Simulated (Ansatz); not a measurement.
Band structure of Ru₂N (P-62m, 9 atoms in the cell).

```xyz
9
Lattice="5.6198 0.0000 0.0000 -2.8099 4.8669 0.0000 0.0000 0.0000 3.2866" Properties=species:S:1:pos:R:3 pbc="T T T"
Ru     1.4387     0.0000     0.0000
Ru    -0.7193     1.2459     0.0000
Ru     2.0906     3.6210     0.0000
Ru     3.3101     0.0000     1.6433
Ru    -1.6550     2.8666     1.6433
Ru     1.1549     2.0003     1.6433
N      0.0000     0.0000     1.6433
N      0.0000     3.2446     0.0000
N      2.8099     1.6223     0.0000
```

Computed with PBE (plane waves, PAW; Ansatz, an electronic-structure program).

Settings: basis.ecutwfc = 420 eV; kpoints.mp_grid.grid = 4 4 5; hamiltonian.xc = pbe; hamiltonian.pseudopotentials = {kind: paw} (the program's default PAW files); scf.occupations.method = gaussian; scf.occupations.width = 0.272 eV; kpoints.band_path.npoints = 10.

The starting cell was generated: these elements placed on a structure prototype, without a prior relaxation; it need not be a known phase or ordering of this composition. Spin polarisation is off; with an odd number of electrons in the cell that forces a metal, and a magnetic state may lie lower.

Levels in eV from the Fermi level, bands 53 to 60:
```json
[
 {"point": "Γ", "53": "-1.24", "54": "-1.02", "55": "-0.43", "56": "0.13", "57": "0.14", "58": "0.14", "59": "0.61", "60": "0.61"},
 {"point": "M", "53": "-0.57", "54": "-0.54", "55": "-0.25", "56": "0.07", "57": "0.09", "58": "0.53", "59": "0.64", "60": "0.81"},
 {"point": "K", "53": "-0.86", "54": "-0.86", "55": "0.08", "56": "0.08", "57": "0.35", "58": "0.52", "59": "0.93", "60": "0.93"},
 {"point": "A", "53": "-1.32", "54": "-0.88", "55": "-0.35", "56": "-0.35", "57": "0.45", "58": "0.45", "59": "0.92", "60": "1.17"},
 {"point": "L", "53": "-0.89", "54": "-0.69", "55": "-0.17", "56": "-0.09", "57": "0.29", "58": "0.47", "59": "0.94", "60": "0.94"},
 {"point": "H", "53": "-1.01", "54": "-0.59", "55": "-0.15", "56": "-0.15", "57": "0.18", "58": "0.40", "59": "0.40", "60": "0.87"}
]
```

Bands cross the Fermi level along this path, so the cell is metallic at this level.

Keys are those of Ansatz 0.2.
